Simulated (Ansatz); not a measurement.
## Ti, response to strain

Consider Ti in the hcp (Mg type) structure (space group P6_3/mmc, No. 194; a = 2.936 Å, c = 4.640 Å; relaxed with 0.1 eV smearing). Axes: x lies along a and z along c of the hexagonal cell.

Strains are applied to the cell and any free atomic positions relax.

Level of theory: r2SCAN, PAW, 500 eV (Ansatz, a quantum-chemistry and plane-wave program; spin-orbit coupling left out).

Notes on the quantities. pressure: mean of the normal stresses, compression positive; energy relative to the base: free energy F.

```json
[
 {"case": "base", "pressure": "0.0 GPa", "energy relative to the base": "0 meV/atom", "shortest interatomic distance": "2.874 Å"},
 {"case": "uniaxial strain ε_zz = +0.50 %", "pressure": "-0.6 GPa", "energy relative to the base": "+0.3 meV/atom", "shortest interatomic distance": "2.883 Å"},
 {"case": "uniaxial strain ε_zz = +1.00 %", "pressure": "-1.1 GPa", "energy relative to the base": "+1.0 meV/atom", "shortest interatomic distance": "2.892 Å"},
 {"case": "uniaxial strain ε_zz = +1.50 %", "pressure": "-1.7 GPa", "energy relative to the base": "+2.3 meV/atom", "shortest interatomic distance": "___"},
 {"case": "uniaxial strain ε_zz = +2.00 %", "pressure": "___", "energy relative to the base": "+4.1 meV/atom", "shortest interatomic distance": "2.911 Å"},
 {"case": "uniaxial strain ε_zz = +2.50 %", "pressure": "-2.7 GPa", "energy relative to the base": "+6.4 meV/atom", "shortest interatomic distance": "2.921 Å"},
 {"case": "uniaxial strain ε_zz = +3.00 %", "pressure": "___", "energy relative to the base": "+9.1 meV/atom", "shortest interatomic distance": "2.930 Å"}
]
```

### Question
What belongs in the blanks?

### Answer

- uniaxial strain ε_zz = +1.50 %, shortest interatomic distance: 2.902 Å
- uniaxial strain ε_zz = +2.00 %, pressure: -2.2 GPa
- uniaxial strain ε_zz = +3.00 %, pressure: -3.2 GPa

Whether these cells are dynamically stable was not tested. The final runs are not spin-polarised.
